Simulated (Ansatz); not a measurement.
Band structure of CsPdBr₃ (P1, 5 atoms in the cell).

```
CsPdBr3
1.0
    5.41693     0.00000     0.00000
    0.00196     5.41814     0.00000
    0.00080     0.00152     5.41865
Cs Pd Br
1 1 3
Direct
  0.99905   0.99228   0.99926
  0.50458   0.48479   0.50085
  0.50327   0.48825   0.00077
  0.49871   0.98508   0.49815
  0.00439   0.48959   0.50097
```

Computed with LDA (PW92), PAW files made with PBE (plane waves; Ansatz, an electronic-structure program).

Settings: kpoints.mp_grid.grid = 3 3 3; hamiltonian.xc = lda; hamiltonian.pseudopotentials = {kind: paw} (the program's default PAW files); scf.occupations.method = fermi_dirac; scf.occupations.width = 0.05 eV; kpoints.band_path.npoints = 8.

The starting cell comes from a database of computed structures (which also holds hypothetical and non-ambient phases and stackings), without a prior relaxation at this level. Its lattice was rescaled by a random factor within 2.5 % of one. Spin polarisation is off.

Levels in eV from the Fermi level, bands 21 to 28:
| point | 21 | 22 | 23 | 24 | 25 | 26 | 27 | 28 |
|---|---|---|---|---|---|---|---|---|
| Γ | -2.09 | -2.09 | -1.69 | -1.69 | -1.69 | 1.65 | 3.62 | 4.10 |
| Y | -1.96 | -1.96 | -1.29 | -1.29 | -1.14 | 4.58 | 5.17 | 5.59 |
| H | -1.46 | -1.38 | -1.37 | -1.37 | 0.94 | 5.84 | 6.05 | 6.08 |
| C | -1.96 | -1.96 | -1.29 | -1.29 | -1.14 | 4.58 | 5.17 | 5.60 |
| E | -1.46 | -1.38 | -1.37 | -1.37 | 0.94 | 5.83 | 6.08 | 6.08 |
| M1 | -1.31 | -1.31 | -1.31 | 0.95 | 0.95 | 4.37 | 4.37 | 4.38 |
| A | -1.31 | -1.31 | -1.31 | 0.95 | 0.95 | 4.37 | 4.37 | 4.38 |
| X | -1.46 | -1.38 | -1.37 | -1.37 | 0.94 | 5.84 | 6.05 | 6.08 |
| H1 | -1.46 | -1.38 | -1.37 | -1.37 | 0.94 | 5.84 | 6.05 | 6.08 |

Bands cross the Fermi level along this path, so the cell is metallic at this level.

Keys are those of Ansatz 0.2.
